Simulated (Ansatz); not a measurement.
Ansatz (a first-principles code) run on AlNi (Pm-3m, 2 atoms in the cell): self-consistent single point

Computed with PBE (plane waves, PAW; Ansatz).

Input:

Ansatz 0.2 input:
```yaml
# AlNi
crystal:
  lattice:
    - [2.821390, 0.000000, 0.000000]
    - [0.000000, 2.821390, 0.000000]
    - [0.000000, 0.000000, 2.821390]
  atoms:
    - { symbol: Al, position_ang: [1.410695, 1.410695, 1.410695] }
    - { symbol: Ni, position_ang: [0.000000, 0.000000, 0.000000] }
kpoints:
  mp_grid: { grid: [9, 9, 9] }
hamiltonian:
  xc: pbe
  pseudopotentials: { kind: paw }
scf:
  occupations: { method: gaussian, width: 0.272 eV }
output:
  forces: true
  eigenvalues: true
  stress: true
```

Output (repeated stretches shortened):

```
WARN basis.ecutwfc = 420 eV, the default
Pseudopotentials: kind: paw
Pseudopotential: Al, paw, valence charge 3
Pseudopotential: Ni, paw, valence charge 18
Crystal: 2 atoms, lattice volume = 22.459 Å³
Basis set: ecut = 420 eV, 461 PW (Γ), exchange–correlation on 40×40×40 points (8 copies of the dense FFT grid, shifted against one another)
Bands: 15, of which v1, the nominal top of the filled ones, is band 11 counted from 1 (10 counted from 0)
Symmetry: 48 space group operations
Space group: Pm-3m (ITA 221), of the structure as read, at distance tolerance 2.8e-5 Å
k-points: 35 of 729
Initial density: superposition of atomic densities (neutral atoms: chi_scale 0, normalization atom), corrected by the library's trained network
Initial wavefunctions: pseudopotential atomic-orbital guess
Eigensolver: davidson
Functional: x = pbe(κ = 0.804, μ = 0.2195149727645171), c = pbe(β = 0.06672455060314922)
SCF iter   1: F=—  HF=-6378.470379 eV  |F-HF|=—  |Δ(HF+E_count)|=         —  Δρ=6.28e-3  dr2=5.02e-3  ethr=1.77e-3  ⟨swp⟩=4.1  Hψ=2325  notcnv=0
all-band conjugate gradients solve this SCF's bands
preconditioner: auto → none
SCF iter   2: F=—  HF=-6378.470003 eV  |F-HF|=—  |Δ(HF+E_count)|=   3.76e-4  Δρ=3.33e-3  dr2=1.66e-3  ethr=2.39e-5  ⟨swp⟩=1.1  Hψ=808  notcnv=0
SCF iter   3: F=—  HF=-6378.469797 eV  |F-HF|=—  |Δ(HF+E_count)|=   2.06e-4  Δρ=4.79e-4  dr2=3.44e-5  ethr=7.90e-6  ⟨swp⟩=1.1  Hψ=516  notcnv=0
SCF iter   4: F=—  HF=-6378.469898 eV  |F-HF|=—  |Δ(HF+E_count)|=   1.00e-4  Δρ=1.25e-4  dr2=1.25e-6  ethr=1.64e-7  ⟨swp⟩=2.1  Hψ=770  notcnv=0
iter 5 did not close the SCF: its close was put off for the readings that it lacked (scf_convergence_deferred on its scf_iter line)
SCF iter   5: F=-6378.469898 eV  HF=-6378.469898 eV  |F-HF|=1.31e-9  |Δ(HF+E_count)|=   9.65e-8  Δρ=1.10e-5  dr2=3.79e-9  ethr=5.97e-9  ⟨swp⟩=2.3  Hψ=757  notcnv=0
SCF iter   6: F=-6378.469898 eV  HF=-6378.469898 eV  |F-HF|=6.64e-11  |Δ(HF+E_count)|=   3.80e-9  Δρ=1.71e-6  dr2=1.24e-10  ethr=1.81e-11  ⟨swp⟩=2.9  Hψ=1775  notcnv=0
SCF 1 converged in 6 iterations: F = -6378.469898 eV  dr2 = 1.24e-10
SCF converged after 6 iterations
Free energy (F): -6378.469898 eV
Harris-Foulkes:  -6378.469898 eV  (|F-HF|=6.64e-11)
Internal energy: -6378.439942 eV  (E = F + TS)
E sigma→0 (E₀):  -6378.454920 eV
Entropy (-TS):   -0.029956 eV (-14.978 meV/atom)
Fermi energy:    15.111156 eV
--- Per-component energies (eV) ---
  E_band       = -317.252167
  E_kinetic    = 313.474652
  E_local      = -4357.687466  (includes V_loc(G=0)·N_el)
  E_nonlocal   = 647.267426
  E_hartree    = 1877.862372
  E_xc         = -127.421214
  E_vxc        = -142.140611  (∫ρ·V_xc dr)
  E_paw        = -2099.862416  (= ΣΔE_a)
  E_vpaw       = -533.892228  (= ΣTr[D̂ρ^β])
  E_aug_tail   = 0.000616  (compensation charges beyond the density's cutoff)
  E_ewald      = -2632.073912
  E_smearing   = -0.029956  (= −TS)
  E_closure    = 0.000000  (closes the sum)
  Σ components = -6378.469898   (vs F -6378.469898, Δ=0.00e0)
--- Forces (eV/Å), atoms counted from 1 ---
  atom   1  Al     0.00000000    -0.00000000     0.00000000
  atom   2  Ni    -0.00000000     0.00000000    -0.00000000
  max |Σ_I F_I| component: 2.30e-31 eV/Å
--- Stress (GPa, compression-positive) ---
       14.146639       0.000000       0.000000
        0.000000      14.146639       0.000000
        0.000000       0.000000      14.146639
  P = ⅓ Tr σ = 14.1466 GPa (141.466 kbar)
  The stress holds the Pulay correction. Without it, at fixed plane waves, as pw.x and ABINIT print it: P = 14.0764 GPa
--- Band table (eV; the first three rows and the last of 35) ---
  k-point 0: bands = ["-88.3852", "-48.7861", "-48.7861", "-48.7861", "3.4637", "11.5318", "11.5318", "13.4140", "13.4140", "13.4140", "20.8468", "20.8468", "20.8468", "23.3792", "23.3792"]
  k-point 1: bands = ["-88.3850", "-48.7896", "-48.7858", "-48.7858", "3.7011", "11.5107", "11.5899", "13.3098", "13.3098", "13.4255", "18.9043", "21.1569", "21.1569", "23.3792", "25.1000"]
  k-point 2: bands = ["-88.3844", "-48.7984", "-48.7852", "-48.7852", "4.4040", "11.2913", "11.7412", "13.0659", "13.0659", "13.4547", "16.4817", "22.0216", "22.0216", "23.3788", "26.8944"]
  k-point 34: bands = ["-88.3796", "-48.8097", "-48.8097", "-48.8097", "10.4944", "10.7283", "10.7283", "13.8682", "13.8682", "15.7673", "17.0050", "17.0050", "19.1635", "20.2066", "20.2066"]
```

The run converged in 6 iterations.

The starting cell comes from a database of computed structures (which also holds hypothetical and non-ambient phases and stackings), without a prior relaxation at this level. Its lattice was rescaled by a random factor within 2.5 % of one. Spin polarisation is off. With a pressure of about 14 GPa the cell is away from its equilibrium volume at this level. Ansatz's pressure includes its estimate of the finite-basis (Pulay) stress.
